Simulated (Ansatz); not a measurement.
Abridged Ansatz (a program for electronic structure) output:

```
Pseudopotential: Cd, paw, valence charge 20
Crystal: 1 atoms, lattice volume = 22.072 Å³
Basis set: ecut = 500 eV, 555 PW (Γ), exchange–correlation on 96×96×96 points (64 copies of the dense FFT grid, shifted against one another)
Bands: 14, of which v1, the nominal top of the filled ones, is band 10 counted from 1 (9 counted from 0)
Symmetry: 48 space group operations
k-points: 195 of 5832
Functional: x = r2scan, c = r2scan; τ floored in thin density (d = 2e-4 eV/Å³)
SCF iter   1: F=—  HF=-8268.092491 eV  |F-HF|=—  |Δ(HF+E_count)|=         —  Δρ=6.28e-3  dr2=5.00e-3  dr2_τ=5.55e-3  ethr=1.77e-3  ⟨swp⟩=5.5  Hψ=14040  notcnv=0
SCF iter   2: F=—  HF=-8268.093191 eV  |F-HF|=—  |Δ(HF+E_count)|=   7.00e-4  Δρ=3.69e-3  dr2=1.60e-3  dr2_τ=2.56e-4  ethr=2.50e-5  ⟨swp⟩=2.0  Hψ=5242  notcnv=0  defer=6
SCF 1 converged in 8 iterations: F = -8268.093013 eV  dr2 = 1.97e-11
SCF converged after 8 iterations
Free energy (F): -8268.093013 eV
Internal energy: -8268.089886 eV  (E = F + TS)
E sigma→0 (E₀):  -8268.091449 eV
Entropy (-TS):   -0.003127 eV (-3.127 meV/atom)
Fermi energy:    14.307599 eV
--- Forces (eV/Å), atoms counted from 1 ---
  atom   1  Cd    -0.00000000     0.00000000     0.00000000
--- Stress (GPa, compression-positive) ---
       -0.003705       0.000000       0.000000
       -0.000000      -0.003705      -0.000000
       -0.000000       0.000000      -0.003705
  P = ⅓ Tr σ = -0.0037 GPa (-0.037 kbar)
```

Question: What was computed, and what are the main results?

Answer: Cd, 1 atom in the cell, with r2SCAN (Ansatz; PAW; 500 eV plane waves; without spin-orbit coupling). The last SCF converged to F = -8268.093013 eV, or -8268.0930 eV per atom, at a pressure of 0.00 GPa. The total energy compares only with runs of the same code, potentials and settings.

No phonon test of stability was made. The cell was made from Ta by this change: Ta → Cd; the result is a model cell, its experimental status unchecked. This is not the structure that Cd has at room temperature and ambient pressure.
